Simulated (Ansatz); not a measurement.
AlPO4, treated with PBEsol (Ansatz, an electronic-structure program, plane waves, PAW).

Settings: plane-wave cutoff 520 eV, 12×12×12 k mesh, Fermi–Dirac smearing 0.03 eV, scalar-relativistic PAW data made under PBE.

Starting structure:

```
AlO4P
1.0
   -2.51036     2.51036     3.68908
    2.51036    -2.51036     3.68908
    2.51036     2.51036    -3.68908
Al P O
1 1 4
Direct
  0.00000   0.00000   0.00000
  0.75000   0.25000   0.50000
  0.96198   0.59811   0.82493
  0.40189   0.22682   0.36387
  0.77318   0.13705   0.17507
  0.86295   0.03802   0.63613
```

Into what structure does the relaxation of cell and atoms lead at this level, with the symmetry of the start kept?

The volume grows by 1.0 %; final space group I-4.
```
AlO4P
1.0
   -2.51822     2.51822     3.70420
    2.51822    -2.51822     3.70420
    2.51822     2.51822    -3.70420
Al P O
1 1 4
Cartesian
  0.00000   0.00000   0.00000
  0.00000   2.51822   1.85210
  1.16195   3.01132   2.72476
  0.49310   1.35628   0.97944
 -1.16195   2.02512   2.72476
 -0.49310   3.68017   0.97944
```

Note: the relaxation could not lower the start's symmetry, so the cell can be a saddle point above a distorted one.
